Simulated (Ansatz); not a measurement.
## Pd under a change: biaxial strain −2.50 %, plane normal [111], relaxed out of plane

Start from Pd in the fcc (Cu type) structure (space group Fm-3m, No. 225; a = 3.8414 Å; relaxed with 0.1 eV smearing). Axes: x, y, z lie along the cube axes.

Modification: biaxial strain −2.50 %, plane normal [111], relaxed out of plane (Cartesian); in-plane vectors clamped, the third vector and the atoms free.

The values are results of LDA (Ansatz, a program for electronic structure, PAW, no SOC), not measurements. k-mesh 29×29×29 (Γ-centred); smearing 0.1 eV (Fermi–Dirac).

Space group: R-3m (No. 166) (base Fm-3m (No. 225))
Shortest interatomic distance: 2.648 Å (base 2.716 Å)
Energy relative to the base (free energy F): +22 meV/atom
Pressure (mean of the normal stresses, compression positive): 7.1 GPa (base 0.0 GPa)
Band gap: zero (base zero)
Out-of-plane strain: +2.42 %
Ratio −ε⊥/ε∥: 0.97
Mean in-plane stress (compression positive): +10.6 GPa

Final structure (turned so that z lies along the plane normal):

```xyz
1
Lattice="2.6484 0.0000 0.0000 1.3242 2.2936 0.0000 1.3242 -0.7645 2.2716" Properties=species:S:1:pos:R:3 pbc="T T T"
Pd     0.0000     0.0000     0.0000
```

No phonon test of stability was made. The final runs are not spin-polarised.
